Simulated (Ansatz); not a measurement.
**TiAl: uniaxial strain ε_xx = −1.00 %**

The parent structure is TiAl (space group P4/mmm, No. 123; a = 2.813 Å, c = 4.062 Å; relaxed with 0.1 eV smearing). Axes: x, y, z lie along a, b, c of the conventional cell.

Modification: the cell is compressed by 1.00 % along x with no lateral relaxation, atoms relaxed at fixed cell.

Level of theory: Ansatz (a quantum-chemistry and plane-wave program) r2SCAN, scalar-relativistic without spin-orbit coupling. Γ-centred 20×20×14 mesh, Fermi–Dirac width 0.1 eV.

| quantity | base | changed | shift |
|---|---|---|---|
| volume per atom | 16.07 Å³ | 15.91 Å³ | -0.16 Å³ |
| space group | P4/mmm (No. 123) | Pmmm (No. 47) | – |
| shortest interatomic distance | 5.315 bohr | 5.262 bohr | -0.053 bohr |
| energy relative to the base (free energy F) | 0 meV/atom | +1.1 meV/atom | +1.1 meV/atom |
| pressure (mean of the normal stresses, compression positive) | 0.0 GPa | 1.2 GPa | +1.2 GPa |
| band gap | zero | zero | – |
| stress (xx, yy, zz, yz, xz, xy; compression positive) | – | (2.2, 0.6, 0.9, 0.0, 0.0, 0.0) GPa | – |

Whether these cells are dynamically stable was not tested. All final runs are without spin polarisation.
